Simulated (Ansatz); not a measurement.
Base system: CaO in the rock salt structure (space group Fm-3m, No. 225; a = 4.767 Å). Axes: x, y, z lie along the cube axes.

Computed with PBEsol/PAW in Ansatz (an electronic-structure program), no spin-orbit coupling.

Before the change:

```
Property     Value
--------  --------
Pressure  0.00 GPa
```

It is then changed as follows: biaxial strain −2.50 %, plane normal [111], relaxed out of plane (Cartesian); in-plane vectors clamped, the third vector and the atoms free.

**Question.** Predict the new out-of-plane strain and pressure.

**Answer.** The out-of-plane strain amounts to +1.46 %; the pressure (mean of the normal stresses, compression positive) goes from zero to 4.44 GPa.

Stability against distortions was not tested.
